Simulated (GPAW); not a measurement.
A self-consistent single point of Pt2BaCd4 (P4_2/mnm, 14 atoms in the cell) with GPAW.

Computed with LDA (Perdew-Wang 92), GPAW PAW datasets LDA (gpaw-data 1.0.1) (plane waves; GPAW).

```yaml
crystal:
  lattice:
    - [8.37190, 0.00000, 0.00000]
    - [0.00000, 8.37190, 0.00000]
    - [0.00000, 0.00000, 4.46240]
  atoms:
    - { symbol: Pt, position: [0.27762, 0.27762, 0.00000] }
    - { symbol: Pt, position: [0.22238, 0.77762, 0.50000] }
    - { symbol: Pt, position: [0.72238, 0.72238, 0.00000] }
    - { symbol: Pt, position: [0.77762, 0.22238, 0.50000] }
    - { symbol: Ba, position: [0.00000, 0.00000, 0.00000] }
    - { symbol: Ba, position: [0.50000, 0.50000, 0.50000] }
    - { symbol: Cd, position: [0.84349, 0.40970, 0.00000] }
    - { symbol: Cd, position: [0.09030, 0.34349, 0.50000] }
    - { symbol: Cd, position: [0.15651, 0.59030, 0.00000] }
    - { symbol: Cd, position: [0.90970, 0.65651, 0.50000] }
    - { symbol: Cd, position: [0.34349, 0.09030, 0.50000] }
    - { symbol: Cd, position: [0.59030, 0.15651, 0.00000] }
    - { symbol: Cd, position: [0.65651, 0.90970, 0.50000] }
    - { symbol: Cd, position: [0.40970, 0.84349, 0.00000] }
```

Reference input (self-consistent single point, DFT PBEsol, plane waves, GPAW PAW datasets PBEsol (made by gpaw-setup)): mode = pw; ecut = 600 eV; xc = PBEsol; kpts = 3 3 5; mesh shift (steps) = 0.5 0.5 0.5; occupations.name = methfessel-paxton; occupations.width = 0.1 eV; occupations.order = 0; nbands = -20; convergence.density = 1e-05 e/electron; convergence.energy = 1e-05 eV/electron; symmetry.symmorphic = false. This run's input differs from it in these lines:

```diff
@@ -26,3 +26,3 @@
 calc = GPAW(mode=PW(600),
-            xc='PBEsol',
+            xc='LDA',
             kpts=monkhorst_pack((3, 3, 5)) + [0.5 / 3, 0.5 / 3, 0.5 / 5],
```

Its files differ too (potentials: GPAW PAW datasets LDA (gpaw-data 1.0.1)).

The program printed (abridged):

```
     iter     time        total  log10-change:
                         energy   eigst   dens
iter:   1 --:--:--   -58.970860
iter:   2 --:--:--   -58.689116   -1.17  -1.41
iter:   3 --:--:--   -56.434919   -1.41  -1.42
iter:   4 --:--:--   -56.690052   -1.77  -1.68
iter:   5 --:--:--   -56.138593   -2.14  -1.81
iter:   6 --:--:--   -56.147256   -3.16  -2.25
iter:   7 --:--:--   -56.138070   -3.37  -2.42
iter:   8 --:--:--   -56.119027   -3.01  -2.49
iter:   9 --:--:--   -56.111034   -3.86  -2.74
iter:  10 --:--:--   -56.112007   -4.18  -2.94
iter:  11 --:--:--   -56.111509c  -4.57  -3.39
iter:  12 --:--:--   -56.111106c  -5.55  -3.35
   [... lines left out ...]
iter:  14 --:--:--   -56.110548c  -6.18  -3.73
iter:  15 --:--:--   -56.110564c  -6.63  -3.77
iter:  16 --:--:--   -56.110532c  -5.89  -3.81
iter:  17 --:--:--   -56.110527c  -7.03  -3.82
iter:  18 --:--:--   -56.110501c  -6.33  -3.85
iter:  19 --:--:--   -56.110491c  -6.57  -4.15
iter:  20 --:--:--   -56.110490c  -7.82c -4.29
iter:  21 --:--:--   -56.110502c  -6.62  -4.34
iter:  22 --:--:--   -56.110502c  -6.96  -4.56
iter:  23 --:--:--   -56.110501c  -8.64c -4.82
iter:  24 --:--:--   -56.110501c  -8.11c -4.84
iter:  25 --:--:--   -56.110501c  -7.96c -4.92
iter:  26 --:--:--   -56.110501c  -8.69c -5.14c
Converged after 26 iterations.

Dipole moment: (0.000000, 0.000000, -0.000000) |e|*Ang

Energy contributions relative to reference atoms: (reference = -3658890.275795)

Kinetic:         -8.822504
Potential:      +16.777093
External:        +0.000000
XC:             -62.367996
Entropy (-ST):   -0.009841
Local:           -1.692173
SIC:             +0.000000
--------------------------
Free energy:    -56.115422
Extrapolated:   -56.110501

Showing only first 2 kpts
 Kpt  Band  Eigenvalues  Occupancy
  0    88      8.02010    1.47899
  0    89      8.45741    0.00000
  0    90      8.86072    0.00000
  0    91      9.08076    0.00000

  1    88      7.28289    2.00000
  1    89      7.37382    2.00000
  1    90      7.87175    1.99385
  1    91      8.38385    0.00001

Fermi level: 8.06549

No gap
   [... lines left out ...]
  8 Cd    0.04071   -0.04786    0.00000
  9 Cd    0.04786    0.04071    0.00000
 10 Cd   -0.04071   -0.04786    0.00000
 11 Cd   -0.04786    0.04071    0.00000
 12 Cd    0.04071    0.04786    0.00000
 13 Cd    0.04786   -0.04071    0.00000

Stress tensor:
     0.027773     0.000000     0.000000
     0.000000     0.027773     0.000000
     0.000000     0.000000     0.028200
Stress (GPa, Voigt): [4.4497 4.4497 4.5182 0.     0.     0.    ]
```

The run converged in 26 iterations. GPAW prints stress with tension positive. Against the reference run the pressure goes from -1.45 to -4.47 GPa and the largest force goes from 0.085 to 0.069 eV/Å.

The starting cell comes from a database of published, mostly measured structures (it also holds non-ambient and calculated ones), without a prior relaxation at this level. Spin polarisation is off. With a pressure of about -4 GPa the cell is away from its equilibrium volume at this level.

Cost on one core of a shared machine: roughly 8 min.
